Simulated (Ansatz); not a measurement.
Structure of amorphous Mo$_{16}$Te$_{32}$ (periodic cell):

```xyz
48
Lattice="11.1524 -0.0430 -0.0120 -0.0430 10.7881 -0.4720 -0.0120 -0.4720 10.5964" Properties=species:S:1:pos:R:3 pbc="T T T"
Mo     0.6147     4.3704    10.1906
Mo     1.5636     6.9226     9.5488
Mo     5.4132    -0.1559     3.4289
Mo     2.7399     3.6596     1.9464
Mo     6.3427     1.8902     4.7440
Mo     5.3938     2.4814     2.2739
Mo     3.9865     6.9273     8.1881
Mo     8.9646     1.2391     5.1861
Mo     9.5122     8.6612     1.9670
Mo     3.7806     2.3613     4.3627
Mo     8.0079     0.2074     2.7880
Mo     4.4790     0.1223     5.8917
Mo     3.5981     5.7069    -0.1205
Mo     5.9613     8.6342     4.9515
Mo     8.6082     9.3135     4.4822
Mo     1.0402     2.2573     3.8958
Te     2.8996     0.8921     2.2507
Te     8.9907    10.3671    -0.2475
Te     2.3426     4.6280     8.0731
Te     9.2879     6.1723     0.6732
Te     8.0078     7.1693     6.1837
Te     8.0744     2.9496     2.8326
Te     7.7691     3.4410     6.6028
Te    10.0002     2.5577     8.8570
Te     3.7553     9.7267     7.7866
Te    10.1608     7.0160     3.9717
Te     1.3946     1.6864     9.6876
Te     4.7560     2.6957     6.8907
Te     1.9011     1.0370     6.1759
Te     7.0077    -0.0425     6.8626
Te     4.9827     6.2121     5.6974
Te    11.0368     3.0168     1.6060
Te     2.3495     4.6689     4.4732
Te    10.2476     6.1189     8.6948
Te    10.6110     3.4836     5.7311
Te     1.6102     6.3207     1.6088
Te     6.5624     7.9812     8.6928
Te     1.6740     7.8979     7.0265
Te     4.3711     2.6042    10.3358
Te    10.2874    10.2651     6.4547
Te     3.4356     8.8656     3.9097
Te    10.7128    -0.0204     3.5784
Te     0.5321     9.5236     0.2348
Te     6.0704     0.3523     0.7281
Te     5.0119     5.1929     2.2542
Te     6.8303     8.3052     2.4286
Te     6.0182     5.2352     9.2061
Te     3.8740     8.3650     0.1221
```

Method: PBE-D3(BJ), scalar-relativistic without spin-orbit coupling, PAW (Ansatz default set, large-core Te) (plane waves to 420 eV; Ansatz, a program for electronic structure).

Preparation: random packing, a CHGNet melt and quench, and a DFT relaxation. The hot cell started wider than the set density and was brought back towards it in steps. It is the lowest in DFT energy of 3 quenches. It is a model cell: composition and starting density were chosen by hand, and all elements were melted together. The geometry includes D3(BJ) dispersion. Its density started from a set value of 6.94 and ended at 7.33 g/cm³. Cooling (nominally 66 K/ps over its main leg) ran many orders faster than in experiment, which tends to leave more defects and strain. One small periodic cell is one sample of the glass; other quenches scatter about these values. Volume and shape were free in the relaxation. On a 2×2×2 Γ-centred mesh force components of up to 0.27 eV/Å stay, since the relaxation ran on one k-point at (1/4, 1/4, 1/4).

Bonds are counted up to Mo-Mo 3.26 Å, Mo-Te 3.20 Å, Te-Te 3.31 Å.

Question: Give the coordination numbers, mean bond lengths and angles.

Answer: 
- Mean coordination of Mo = 9.25 (3 with 8, 6 with 9, 7 with 10)
- Mean coordination of Te = 3.94 (13 with 3, 8 with 4, 11 with 5)
- Mean Mo-Te bond = 2.795 Å (spread 0.081 Å, 88 counted)
- Mean Mo-Mo bond = 2.823 Å (spread 0.134 Å, 30 counted)
- Mean Te-Te bond = 3.083 Å (spread 0.172 Å, 19 counted)
- Bond angle at Mo = mean 97.3°, spread 33.2°
- Bond angle at Te = mean 88.3°, spread 31.1°
